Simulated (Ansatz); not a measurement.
Data:

End structure of O on the 1x1 (110) surface of bcc Ta, one in a 3x3 cell, started at the site 'hollow Ta-Ta-Ta':

```xyz
37
Lattice="8.6231 0.0000 0.0000 -2.8744 8.1299 0.0000 0.0000 0.0000 26.5000" Properties=species:S:1:pos:R:3 pbc="T T T"
Ta     0.9581     1.3550     9.8356
Ta     0.0000     4.0650     9.8356
Ta    -0.9581     6.7749     9.8356
Ta     3.8325     1.3550     9.8356
Ta     2.8744     4.0650     9.8356
Ta     1.9162     6.7749     9.8356
Ta     6.7068     1.3550     9.8356
Ta     5.7487     4.0650     9.8356
Ta     4.7906     6.7749     9.8356
Ta     0.0000     0.0000    12.0695
Ta    -0.9581     2.7100    12.0695
Ta    -1.9162     5.4200    12.0695
Ta     2.8744     0.0000    12.0695
Ta     1.9162     2.7100    12.0695
Ta     0.9581     5.4200    12.0695
Ta     5.7487     0.0000    12.0695
Ta     4.7906     2.7100    12.0695
Ta     3.8325     5.4200    12.0695
Ta     0.9509     1.3601    14.4011
Ta    -0.0185     4.0638    14.4408
Ta    -0.9711     6.7842    14.4269
Ta     3.8194     1.3641    14.4269
Ta     2.8732     4.0755    14.4158
Ta     1.9123     6.7778    14.4121
Ta     6.7018     1.3728    14.4408
Ta     5.7411     4.0704    14.4512
Ta     4.7803     6.7725    14.4158
Ta    -0.0155     0.0881    16.7212
Ta    -1.1337     2.8341    16.7415
Ta    -1.9558     5.5061    16.7005
Ta     2.9416    -0.0476    16.6333
Ta     1.8280     2.6952    16.7212
Ta     0.9583     5.4184    16.6383
Ta     5.7502     0.0004    16.6383
Ta     4.6962     2.7185    16.7005
Ta     3.8276     5.4234    16.6534
O      0.3469     1.7872    17.7983
```

Set-up: 37 atoms, 6.8 Å thick at the start under the adsorbate (thin: gaps and levels are the slab's own); mesh 4x4x1; 0.1 eV smearing; dipole correction on; 18 atoms held, the rest relaxed; symmetry of the start imposed; no spin, no spin-orbit, no U, no dispersion correction. At the end it is bonded to 3 Ta. In PBE it is, or lies within 0.03 eV of, the lowest of the starts that converged.

A negative adsorption energy means that the adsorbate is more stable on the surface than in its reference.

**Question.** Predict the adsorption energy against ½ O2(g) from PBE run with Ansatz (an electronic-structure program).

**Answer.** -4.90 eV

**Question.** Estimate the change of the work function that PBE returns for this input.

**Answer.** -0.16 eV

**Question.** Give the work function of the top face at the level PBE.

**Answer.** 4.60 eV

**Question.** What change of the step from the bottom to the top vacuum level, against the clean slab does PBE give?

**Answer.** -0.14 eV
